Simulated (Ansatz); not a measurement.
Electronic density of states of amorphous Ti$_{20}$O$_{39}$Cl$_{2}$, density 3.50 g/cm³, on a 2×2×2 Γ-centred mesh with a Gaussian width of 0.1 eV; energies count from the Fermi level, whose place inside the gap is arbitrary. Cell and mesh are small, so fine structure isn't converged. Computed with PBE, scalar-relativistic without spin-orbit coupling (plane waves to 420 eV, PAW; Ansatz, a quantum-chemistry and plane-wave program). Sampling: a 2×2×2 Γ-centred mesh; Fermi-Dirac width 0.02 eV; no spin polarisation. At PBE the levels at the filled edge of the gap are localised (band-tail or defect states).

Preparation: random packing, a CHGNet melt and quench, and a DFT relaxation. Anions were pushed apart under 1.9 Å during the dynamics, to hinder bonds among them. The hot cell started wider than the set density and was brought back towards it in steps. It is the lowest in DFT energy of 2 quenches. It is a model cell: composition and starting density were chosen by hand, and all elements were melted together. No dispersion term was used. Its density started from a set value of 3.54 and ended at 3.50 g/cm³. Cooling (nominally 300 K/ps over its main leg) ran many orders faster than in experiment, which tends to leave more defects and strain. One small periodic cell is one sample of the glass; other quenches scatter about these values. Volume and shape were free in the relaxation.

| E - EF (eV) | states/(eV atom) |
|---|---|
| -12.00 | 0.00 |
| -11.90 | 0.00 |
| -11.80 | 0.00 |
| -11.70 | 0.00 |
| -11.60 | 0.00 |
| -11.50 | 0.00 |
| -11.40 | 0.00 |
| -11.30 | 0.00 |
| -11.20 | 0.00 |
| -11.10 | 0.00 |
| -11.00 | 0.00 |
| -10.90 | 0.00 |
| -10.80 | 0.00 |
| -10.70 | 0.00 |
| -10.60 | 0.00 |
| -10.50 | 0.00 |
| -10.40 | 0.00 |
| -10.30 | 0.00 |
| -10.20 | 0.00 |
| -10.10 | 0.00 |
| -10.00 | 0.00 |
| -9.90 | 0.00 |
| -9.80 | 0.00 |
| -9.70 | 0.00 |
| -9.60 | 0.00 |
| -9.50 | 0.00 |
| -9.40 | 0.00 |
| -9.30 | 0.00 |
| -9.20 | 0.00 |
| -9.10 | 0.00 |
| -9.00 | 0.00 |
| -8.90 | 0.00 |
| -8.80 | 0.00 |
| -8.70 | 0.00 |
| -8.60 | 0.00 |
| -8.50 | 0.00 |
| -8.40 | 0.00 |
| -8.30 | 0.00 |
| -8.20 | 0.00 |
| -8.10 | 0.00 |
| -8.00 | 0.00 |
| -7.90 | 0.00 |
| -7.80 | 0.00 |
| -7.70 | 0.00 |
| -7.60 | 0.00 |
| -7.50 | 0.00 |
| -7.40 | 0.00 |
| -7.30 | 0.00 |
| -7.20 | 0.00 |
| -7.10 | 0.00 |
| -7.00 | 0.00 |
| -6.90 | 0.00 |
| -6.80 | 0.00 |
| -6.70 | 0.00 |
| -6.60 | 0.00 |
| -6.50 | 0.00 |
| -6.40 | 0.00 |
| -6.30 | 0.00 |
| -6.20 | 0.02 |
| -6.10 | 0.13 |
| -6.00 | 0.25 |
| -5.90 | 0.38 |
| -5.80 | 0.56 |
| -5.70 | 0.62 |
| -5.60 | 0.68 |
| -5.50 | 0.79 |
| -5.40 | 0.86 |
| -5.30 | 0.90 |
| -5.20 | 0.99 |
| -5.10 | 1.03 |
| -5.00 | 1.08 |
| -4.90 | 1.15 |
| -4.80 | 1.13 |
| -4.70 | 1.17 |
| -4.60 | 1.20 |
| -4.50 | 1.11 |
| -4.40 | 1.04 |
| -4.30 | 0.99 |
| -4.20 | 0.94 |
| -4.10 | 0.87 |
| -4.00 | 0.79 |
| -3.90 | 0.77 |
| -3.80 | 0.75 |
| -3.70 | 0.80 |
| -3.60 | 0.85 |
| -3.50 | 0.85 |
| -3.40 | 0.81 |
| -3.30 | 0.82 |
| -3.20 | 0.86 |
| -3.10 | 0.95 |
| -3.00 | 1.01 |
| -2.90 | 0.97 |
| -2.80 | 0.91 |
| -2.70 | 0.89 |
| -2.60 | 0.92 |
| -2.50 | 0.92 |
| -2.40 | 0.96 |
| -2.30 | 0.98 |
| -2.20 | 0.98 |
| -2.10 | 0.94 |
| -2.00 | 0.91 |
| -1.90 | 0.86 |
| -1.80 | 0.79 |
| -1.70 | 0.72 |
| -1.60 | 0.62 |
| -1.50 | 0.37 |
| -1.40 | 0.15 |
| -1.30 | 0.17 |
| -1.20 | 0.11 |
| -1.10 | 0.01 |
| -1.00 | 0.00 |
| -0.90 | 0.00 |
| -0.80 | 0.00 |
| -0.70 | 0.00 |
| -0.60 | 0.00 |
| -0.50 | 0.00 |
| -0.40 | 0.00 |
| -0.30 | 0.00 |
| -0.20 | 0.00 |
| -0.10 | 0.00 |
| 0.00 | 0.00 |
| 0.10 | 0.00 |
| 0.20 | 0.00 |
| 0.30 | 0.00 |
| 0.40 | 0.00 |
| 0.50 | 0.00 |
| 0.60 | 0.00 |
| 0.70 | 0.00 |
| 0.80 | 0.00 |
| 0.90 | 0.00 |
| 1.00 | 0.00 |
| 1.10 | 0.01 |
| 1.20 | 0.14 |
| 1.30 | 0.41 |
| 1.40 | 0.65 |
| 1.50 | 0.85 |
| 1.60 | 0.94 |
| 1.70 | 0.99 |
| 1.80 | 0.95 |
| 1.90 | 0.92 |
| 2.00 | 0.97 |
| 2.10 | 0.92 |
| 2.20 | 0.93 |
| 2.30 | 0.91 |
| 2.40 | 0.88 |

The level gap on this mesh is 2.50 eV; the broadening fills part of it in the curve.
